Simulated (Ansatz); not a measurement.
**Converging the k-point mesh: W (Im-3m, 1 atom in the cell)**

```xyz
1
Lattice="-1.5721 1.5721 1.5721 1.5721 -1.5721 1.5721 1.5721 1.5721 -1.5721" Properties=species:S:1:pos:R:3 pbc="T T T"
W      0.0000     0.0000     0.0000
```

Method: PBE (plane waves, PAW; Ansatz, a program for electronic structure).

Base settings: basis.ecutwfc = 420 eV; kpoints.mp_grid.grid = 15 15 15; hamiltonian.xc = pbe; hamiltonian.pseudopotentials = {kind: paw} (the program's default PAW files); scf.occupations.method = fermi_dirac; scf.occupations.width = 0.1 eV.

The second cell is the first with its lattice scaled by 0.98.

Only quantities that move along the ladder and can be compared are tabulated.

The count of work is k-points × plane waves × bands × iterations; it is no time. 

The starting cell has typed, rounded lattice constants, without a prior relaxation at this level. Its lattice was rescaled by up to half a per cent. Spin polarisation is off. In the base run, with a pressure of about 12 GPa the cell is away from its equilibrium volume at this level. Ansatz's pressure includes its estimate of the finite-basis (Pulay) stress.

Steps (kpoints.mp_grid.grid): 3 3 3; 4 4 4; 5 5 5; 6 6 6; 7 7 7; 8 8 8; 9 9 9; 10 10 10; 11 11 11; 13 13 13; 14 14 14; 15 15 15; 17 17 17; 19 19 19; 21 21 21; 23 23 23; 26 26 26; 29 29 29; 32 32 32; 35 35 35; 39 39 39; 43 43 43; 48 48 48.

Q: What is the coarsest kpoints.mp_grid.grid that holds the free energy within 1 meV/atom of the last step, with all finer ones?

A: 26 26 26, at 0.18 of the last step's count of work; the step before is off by 1.1 meV/atom.

Q: What is the coarsest kpoints.mp_grid.grid that holds the pressure within 0.5 GPa of the last step, with all finer ones?

A: 9 9 9, at 0.013 of the last step's count of work; the step before is off by 0.58 GPa.

Q: What is the coarsest kpoints.mp_grid.grid that holds the energy of the compressed cell less the first within 0.2 meV/atom of the last step, with all finer ones?

A: 23 23 23, at 0.13 of the last step's count of work; the step before is off by 0.46 meV/atom.

| kpoints.mp_grid.grid | free energy less the last step's (meV/atom) | energy of the compressed cell less the first (meV/atom) | pressure (GPa) | count of work / last |
|---|---|---|---|---|
| 3 3 3 | 405.62 | 196.34 | 21.63 | 0.0014 |
| 4 4 4 | 156.50 | 129.75 | 11.30 | 0.0029 |
| 5 5 5 | -45.75 | 136.60 | 12.22 | 0.0036 |
| 6 6 6 | -53.99 | 124.07 | 10.36 | 0.0058 |
| 7 7 7 | 61.35 | 137.96 | 12.98 | 0.0072 |
| 8 8 8 | 6.22 | 140.32 | 12.86 | 0.010 |
| 9 9 9 | -17.10 | 133.31 | 11.96 | 0.013 |
| 10 10 10 | 6.49 | 139.16 | 12.72 | 0.017 |
| 11 11 11 | 18.15 | 137.04 | 12.55 | 0.020 |
| 13 13 13 | -10.74 | 135.06 | 12.10 | 0.030 |
| 14 14 14 | 5.50 | 135.94 | 12.43 | 0.038 |
| 15 15 15 | 3.01 | 136.29 | 12.41 | 0.043 |
| 17 17 17 | 0.05 | 135.19 | 12.28 | 0.060 |
| 19 19 19 | -0.88 | 134.81 | 12.18 | 0.079 |
| 21 21 21 | 1.62 | 135.97 | 12.34 | 0.10 |
| 23 23 23 | -1.14 | 135.41 | 12.25 | 0.13 |
| 26 26 26 | 0.07 | 135.46 | 12.26 | 0.18 |
| 29 29 29 | 0.52 | 135.56 | 12.29 | 0.25 |
| 32 32 32 | 0.46 | 135.66 | 12.31 | 0.32 |
| 35 35 35 | 0.06 | 135.56 | 12.29 | 0.41 |
| 39 39 39 | 0.16 | 135.57 | 12.29 | 0.56 |
| 43 43 43 | 0.12 | 135.57 | 12.29 | 0.73 |
| 48 48 48 | 0.00 | 135.52 | 12.28 | 1.0 |

The energy difference between the two cells stays within 1 meV/atom of the last step's from 13 13 13 on, the total only from 26 26 26 on: much of the error is common to both cells and cancels.

Keys are those of Ansatz 0.2.
